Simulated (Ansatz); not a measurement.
System: Cl-vacancy pair (Cl on one host O site, one O site vacant) in monoclinic HfO2 (charge state +3). All values below come from PBE, PAW (plane waves to 420 eV; Ansatz, an electronic-structure program).

96-site cell at the relaxed PBE lattice, the Γ point alone, smearing 0.01 eV, spin-restricted, no finite-size correction. No zero-point or tunnelling terms. Spin-orbit coupling is left out. The charge state is imposed; whether it is stable for some Fermi level was not computed. Forms of the defect that were not tried may lie lower. The start lies 0.50 eV above the lowest site run (PBE).

Barriers: single points on a 2×2×2 k-point mesh shifted by half a step at the bands' geometries.

Relaxed starting cell (atoms counted from 1):

```
Hf32ClO62
1.0
   10.32305     0.00000     0.00000
    0.00000    10.42402     0.00000
   -1.79660     0.00000    10.55307
Hf Cl O
32 1 62
Direct
  0.14011   0.26615   0.31768
  0.13751   0.23002   0.85344
  0.13570   0.72935   0.35687
  0.13766   0.72768   0.85784
  0.63655   0.22920   0.35421
  0.64047   0.22768   0.85496
  0.63666   0.72190   0.35212
  0.63778   0.72934   0.85642
  0.37009   0.27122   0.14086
  0.36978   0.28018   0.65772
  0.35951   0.77006   0.14599
  0.36554   0.76774   0.64879
  0.85506   0.27218   0.14105
  0.86158   0.26891   0.64576
  0.86202   0.77177   0.14551
  0.85526   0.76532   0.64936
  0.36863   0.48179   0.39845
  0.36053   0.48192   0.89733
  0.36695   0.96986   0.39110
  0.36505   0.97845   0.89978
  0.85911   0.47842   0.39630
  0.86150   0.47704   0.89638
  0.83809   0.96724   0.39221
  0.86333   0.97890   0.89581
  0.13827   0.02156   0.10331
  0.12316   0.99614   0.63305
  0.13368   0.52843   0.09976
  0.13276   0.52363   0.60682
  0.63793   0.01991   0.10181
  0.63477   0.02096   0.60615
  0.63795   0.52264   0.10353
  0.64077   0.51972   0.60744
  0.06184   0.08085   0.41790
  0.03725   0.08199   0.92121
  0.03511   0.58098   0.42361
  0.03041   0.58693   0.92373
  0.52799   0.08792   0.42550
  0.53238   0.08798   0.92477
  0.53560   0.58377   0.42603
  0.53239   0.58853   0.92538
  0.46905   0.41333   0.07240
  0.46719   0.42013   0.57951
  0.46671   0.91326   0.07584
  0.46182   0.91677   0.57420
  0.96563   0.41627   0.07640
  0.96760   0.40946   0.57372
  0.96635   0.91653   0.07742
  0.95348   0.91033   0.57348
  0.46745   0.33718   0.32405
  0.46923   0.34084   0.82631
  0.46670   0.83418   0.32427
  0.46813   0.83753   0.82511
  0.96277   0.33881   0.31983
  0.96682   0.33453   0.82532
  0.95999   0.83434   0.32948
  0.96851   0.83840   0.82282
  0.03304   0.17248   0.16133
  0.02874   0.15609   0.67687
  0.03400   0.66848   0.17583
  0.03182   0.66354   0.67543
  0.53642   0.16352   0.17387
  0.52946   0.16374   0.67431
  0.53033   0.66115   0.17528
  0.53626   0.66610   0.67344
  0.23952   0.34183   0.48526
  0.22477   0.37155   0.98621
  0.22448   0.87555   0.49906
  0.22399   0.87082   0.99313
  0.72414   0.36897   0.48984
  0.72390   0.37099   0.98831
  0.71297   0.86612   0.48799
  0.72548   0.87208   0.98948
  0.27772   0.12847   0.00942
  0.27444   0.62884   0.01158
  0.27356   0.62479   0.51349
  0.77479   0.12873   0.00926
  0.77356   0.12333   0.50986
  0.77590   0.62890   0.01211
  0.77661   0.62560   0.51171
  0.27721   0.12749   0.26779
  0.27523   0.11806   0.74832
  0.27506   0.62684   0.26504
  0.27407   0.62221   0.76292
  0.77690   0.11733   0.26121
  0.77275   0.12075   0.76092
  0.77495   0.62029   0.26134
  0.77544   0.62037   0.76294
  0.23462   0.39301   0.22908
  0.22397   0.37998   0.73806
  0.22380   0.88073   0.24185
  0.22664   0.87093   0.75082
  0.72205   0.37743   0.23862
  0.72514   0.37699   0.73932
  0.71773   0.87497   0.23825
  0.72400   0.87829   0.73926
```
Cell charge +3.

End state 1 differs by these moves (Å; atoms that move under 0.08 Å are left out):

```json
[
 {"atom": "1", "element": "Hf", "Δx": "0.08", "Δy": "-0.11", "Δz": "0.25"},
 {"atom": "2", "element": "Hf", "Δx": "-0.14", "Δy": "0.09", "Δz": "0.08"},
 {"atom": "10", "element": "Hf", "Δx": "0.04", "Δy": "0.02", "Δz": "-0.19"},
 {"atom": "13", "element": "Hf", "Δx": "0.09", "Δy": "0.01", "Δz": "0.02"},
 {"atom": "19", "element": "Hf", "Δx": "-0.07", "Δy": "0.09", "Δz": "0.08"},
 {"atom": "20", "element": "Hf", "Δx": "0.06", "Δy": "-0.10", "Δz": "0.15"},
 {"atom": "26", "element": "Hf", "Δx": "0.14", "Δy": "0.11", "Δz": "-0.32"},
 {"atom": "33", "element": "Cl", "Δx": "-0.09", "Δy": "-0.29", "Δz": "-0.50"},
 {"atom": "42", "element": "O", "Δx": "0.06", "Δy": "-0.04", "Δz": "-0.07"},
 {"atom": "43", "element": "O", "Δx": "0.03", "Δy": "-0.04", "Δz": "0.06"},
 {"atom": "45", "element": "O", "Δx": "-0.05", "Δy": "0.08", "Δz": "0.02"},
 {"atom": "47", "element": "O", "Δx": "-0.04", "Δy": "0.05", "Δz": "0.07"},
 {"atom": "48", "element": "O", "Δx": "0.04", "Δy": "0.08", "Δz": "-0.03"},
 {"atom": "50", "element": "O", "Δx": "-0.04", "Δy": "-0.08", "Δz": "-0.03"},
 {"atom": "52", "element": "O", "Δx": "-0.03", "Δy": "-0.09", "Δz": "0.05"},
 {"atom": "53", "element": "O", "Δx": "0.05", "Δy": "-0.09", "Δz": "0.09"},
 {"atom": "54", "element": "O", "Δx": "-0.08", "Δy": "-0.01", "Δz": "0.05"},
 {"atom": "55", "element": "O", "Δx": "-0.12", "Δy": "-0.16", "Δz": "0.05"},
 {"atom": "57", "element": "O", "Δx": "0.14", "Δy": "0.15", "Δz": "-0.07"},
 {"atom": "58", "element": "O", "Δx": "0.27", "Δy": "0.07", "Δz": "0.03"},
 {"atom": "60", "element": "O", "Δx": "0.07", "Δy": "0.09", "Δz": "-0.04"},
 {"atom": "65", "element": "O", "Δx": "-0.09", "Δy": "0.38", "Δz": "0.00"},
 {"atom": "67", "element": "O", "Δx": "0.00", "Δy": "-0.10", "Δz": "-0.04"},
 {"atom": "73", "element": "O", "Δx": "0.03", "Δy": "0.01", "Δz": "-0.16"},
 {"atom": "80", "element": "O", "Δx": "0.05", "Δy": "-0.02", "Δz": "-0.09"},
 {"atom": "81", "element": "O", "Δx": "0.34", "Δy": "0.12", "Δz": "-2.33"},
 {"atom": "88", "element": "O", "Δx": "-0.06", "Δy": "-0.06", "Δz": "0.06"},
 {"atom": "89", "element": "O", "Δx": "0.03", "Δy": "-0.10", "Δz": "0.00"},
 {"atom": "91", "element": "O", "Δx": "0.09", "Δy": "0.39", "Δz": "-0.03"}
]
```

Task: What is the computed forward and backward barriers to end state 1 (PBE, PAW)?

Result: forward 0.76 eV, backward 0.40 eV; at the saddle point atom 81 has neighbours Hf at 1.99, Hf at 2.00 Å. The saddle point's order was not checked.
